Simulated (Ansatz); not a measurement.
Input and output of a self-consistent single point for YCu₂Ge₂ (I4mm, 5 atoms in the cell) (Ansatz, an electronic-structure program).

Method: LDA (PW92), default PAW files made with PBE (plane waves; Ansatz).

```
Y(CuGe)2
1.0
   -2.00931     2.00931     5.12180
    2.00931    -2.00931     5.12180
    2.00931     2.00931    -5.12180
Y Cu Ge
1 2 2
Direct
  0.00488   0.00488   0.00000
  0.75000   0.25000   0.50000
  0.25000   0.75000   0.50000
  0.61934   0.61934   0.00000
  0.38066   0.38066   0.00000
```

Reference input (self-consistent single point, DFT, LDA (PW92), plane waves, default PAW files made with PBE): basis.ecutwfc = 420 eV; kpoints.mp_grid.grid = 6 6 6; hamiltonian.xc = lda; hamiltonian.pseudopotentials = {kind: paw} (the program's default PAW files); scf.occupations.method = gaussian; scf.occupations.width = 0.1 eV. This run's input differs from it in these lines:

Ansatz 0.2 input:
```diff
@@ -12,3 +12,3 @@
 basis:
-  ecutwfc: 420.0
+  ecutwfc: 1010.0
 kpoints:
```

Output, abridged:

```
SCF iter   1: F=—  HF=-25291.302648 eV  |F-HF|=—  |Δ(HF+E_count)|=         —  Δρ=1.09e-2  dr2=4.68e-2  ethr=1.77e-3  ⟨swp⟩=5.8  Hψ=4719  notcnv=0  defer=1
all-band conjugate gradients solve this SCF's bands
preconditioner: auto → Resta (q_TF=auto, 2.696 Å⁻¹)
SCF iter   2: F=—  HF=-25291.289537 eV  |F-HF|=—  |Δ(HF+E_count)|=   1.31e-2  Δρ=2.94e-3  dr2=8.12e-3  ethr=6.08e-5  ⟨swp⟩=2.9  Hψ=2951  notcnv=0  defer=44
   [... lines left out ...]
SCF iter   5: F=—  HF=-25291.287549 eV  |F-HF|=—  |Δ(HF+E_count)|=   1.22e-4  Δρ=1.40e-4  dr2=3.14e-5  ethr=5.38e-7  ⟨swp⟩=2.0  Hψ=2190  notcnv=0  defer=44
SCF iter   6: F=—  HF=-25291.287522 eV  |F-HF|=—  |Δ(HF+E_count)|=   2.75e-5  Δρ=3.25e-5  dr2=1.95e-6  ethr=4.07e-8  ⟨swp⟩=2.0  Hψ=2101  notcnv=0  defer=44
SCF iter   7: F=—  HF=-25291.287522 eV  |F-HF|=—  |Δ(HF+E_count)|=   1.94e-7  Δρ=1.36e-5  dr2=2.82e-7  ethr=2.53e-9  ⟨swp⟩=2.3  Hψ=1950  notcnv=0  defer=44
SCF iter   8: F=-25291.287521 eV  HF=-25291.287522 eV  |F-HF|=1.60e-8  |Δ(HF+E_count)|=   8.76e-8  Δρ=2.87e-6  dr2=1.28e-8  ethr=1.30e-10  ⟨swp⟩=8.1  Hψ=5416  notcnv=0
SCF 1 converged in 8 iterations: F = -25291.287521 eV  dr2 = 1.28e-8
Free energy (F): -25291.287521 eV
Internal energy: -25291.283294 eV  (E = F + TS)
E sigma→0 (E₀):  -25291.285408 eV
Entropy (-TS):   -0.004227 eV (-0.845 meV/atom)
Fermi energy:    13.642026 eV
--- Forces (eV/Å), atoms counted from 1 ---
  atom   1  Y     -0.00000000     0.00000000    -0.16478183
  atom   2  Cu     0.00000000    -0.00000000     0.06039753
  atom   3  Cu    -0.00000000    -0.00000000     0.06039753
  atom   4  Ge     0.00000000     0.00000000     0.34829165
  atom   5  Ge    -0.00000000    -0.00000000    -0.30428410
--- Stress (GPa, compression-positive) ---
       -5.040572       0.000000      -0.000000
        0.000000      -5.040572       0.000000
        0.000000      -0.000000      -5.787095
  P = ⅓ Tr σ = -5.2894 GPa (-52.894 kbar)
  The stress holds the Pulay correction. Without it, at fixed plane waves, as pw.x and ABINIT print it: P = -5.2918 GPa
```

The run converged in 8 iterations. Against the reference run the free energy goes down by 1.8 meV/atom, the pressure hardly changes (-5.28 to -5.29 GPa) and the largest force stays at 0.348 eV/Å.

The starting cell comes from a database of computed structures (which also holds hypothetical and non-ambient phases and stackings), without a prior relaxation at this level. Its lattice was rescaled by up to half a per cent. One atom was moved a little off its site on purpose. Spin polarisation is off. Ansatz's pressure includes its estimate of the finite-basis (Pulay) stress.
